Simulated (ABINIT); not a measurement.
Input and output of a self-consistent single point for CaCd2 (Imma, 6 atoms in the cell) (ABINIT).

Method: LDA (PW92), PAW (JTH v2.0 LDA PAW) (plane waves; ABINIT 10.0.3).

The change in words: lattice scaled by 0.98. Reference geometry:
```
CELL_PARAMETERS angstrom
     -2.46894     3.78884     4.19787
      2.46894    -3.78884     4.19787
      2.46894     3.78884    -4.19787
ATOMIC_POSITIONS crystal
  Ca 0.79145 0.54145 0.25000
  Ca 0.20855 0.45855 0.75000
  Cd 0.61667 0.16455 0.45212
  Cd 0.38333 0.83545 0.54788
  Cd 0.21243 0.16455 0.04788
  Cd 0.78757 0.83545 0.95212
```

Reference input (self-consistent single point, DFT, LDA (PW92), plane waves, PAW (JTH v2.0 LDA PAW)): pseudos = [Ca.LDA_PW-JTH.xml, Cd.LDA_PW-JTH.xml]; ecut = 40 Ry; pawecutdg = 80 Ry; pawxcdev = 0; occopt = 3; tsmear = 0.00367493 Ha; ngkpt = 4 4 4; nshiftk = 1; shiftk = 0 0 0; potentials = JTH v2.0 LDA PAW; nband = 43; kptopt = 1. This run's input differs from it in these lines:

```diff
@@ -3,7 +3,7 @@
 pseudos "Ca.LDA_PW-JTH.xml, Cd.LDA_PW-JTH.xml"
-acell 6.1703371964 6.1703371964 6.1703371964 Angstrom
+acell 6.0469304817 6.0469304817 6.0469304817 Angstrom
 rprim
-        -0.4001296722    0.6140409964    0.6803307285
-         0.4001296722   -0.6140409964    0.6803307285
-         0.4001296722    0.6140409964   -0.6803307285
+        -0.4001296207    0.6140409603    0.6803307914
+         0.4001296207   -0.6140409603    0.6803307914
+         0.4001296207    0.6140409603   -0.6803307914
 natom 6
@@ -13,8 +13,8 @@
 xcart
-         0.0000000000    1.8944200000    4.5458734230
-         2.4689350000    1.8944200000   -0.3480034230
-         0.0000000000    3.4260206816    1.3815190170
-         2.4689350000    0.3628193184    2.8163509830
-         0.0000000000    0.3628193184    1.3815190170
-         2.4689350000    3.4260206816    2.8163509830
+         0.0000000000    1.8565315000    4.4549563877
+         2.4195560000    1.8565315000   -0.3410433877
+         0.0000000000    3.3575000871    1.3538887683
+         2.4195560000    0.3555629129    2.7600242317
+         0.0000000000    0.3555629129    1.3538887683
+         2.4195560000    3.3575000871    2.7600242317
       Angstrom
```

Output, abridged:

```
--- !BeginCycle
solver: {iscf: 17, nstep: 50, nline: 4, wfoptalg: 10, }
tolerances: {toldfe: 1.00E-09, }
...

     iter   Etot(hartree)      deltaE(h)  residm     nres2
 ETOT  1  -264.52186654959    -2.645E+02 2.632E-01 1.443E+01
 ETOT  2  -264.99479837892    -4.729E-01 3.391E-02 3.400E+00
 ETOT  3  -264.98113702189     1.366E-02 1.151E-02 1.380E-01
 ETOT  4  -264.98362816597    -2.491E-03 1.430E-02 4.965E-02
 ETOT  5  -264.98478974819    -1.162E-03 5.858E-03 5.554E-02
   [... 18 lines left out ...]
 ETOT 24  -264.98540938537    -2.400E-09 2.328E-04 5.629E-09
 ETOT 25  -264.98540938668    -1.311E-09 2.339E-04 6.074E-09
 ETOT 26  -264.98540938741    -7.296E-10 2.120E-04 2.057E-09
 ETOT 27  -264.98540938781    -3.984E-10 2.063E-04 5.815E-10
 At SCF step   27, etot is converged :
  for the second time, diff in etot=  3.984E-10 < toldfe=  1.000E-09

 Cartesian components of stress tensor (hartree/bohr^3)
  sigma(1 1)=  4.95470561E-05  sigma(3 2)=  0.00000000E+00
  sigma(2 2)=  5.68463676E-05  sigma(3 1)=  0.00000000E+00
  sigma(3 3)=  5.35336659E-05  sigma(2 1)=  0.00000000E+00

 ----iterations are completed or convergence reached----

 reduced coordinates (array xred) for    6 atoms
       0.791449999990      0.541449999975      0.250000000006
       0.208550000012      0.458549999997      0.750000000006
       0.616670000009      0.164549999989      0.452120000011
       0.383329999992      0.835449999983      0.547880000000
       0.212429999998      0.164549999989      0.047880000000
       0.787570000003      0.835449999983      0.952120000011
   [... lines left out ...]
 Fermi (or HOMO) energy (eV) =   6.10819   Average Vxc (eV)=  -9.89979
   [... lines left out ...]
'-kT*entropy'       : -4.83733898175535E-03
total_energy        : -2.64985406419864E+02
total_energy_eV     : -7.21061961138904E+03
...

-Cartesian components of stress tensor (GPa)         [Pressure= -1.5684E+00 GPa]
- sigma(1 1)=  1.45772447E+00  sigma(3 2)=  0.00000000E+00
- sigma(2 2)=  1.67247760E+00  sigma(3 1)=  0.00000000E+00
- sigma(3 3)=  1.57501456E+00  sigma(2 1)=  0.00000000E+00

 Calculation completed.
```

The run converged in 27 iterations. Against the reference run the free energy falls by 26.0 meV/atom, the pressure goes from -3.96 to -1.57 GPa and the largest force goes from 0.038 to 0.024 eV/Å.

The starting cell comes from a database of computed structures (which also holds hypothetical and non-ambient phases and stackings), without a prior relaxation at this level. For this run, on top of that: lattice scaled by 0.98.

Cost on one core of a shared machine: roughly 4 min.
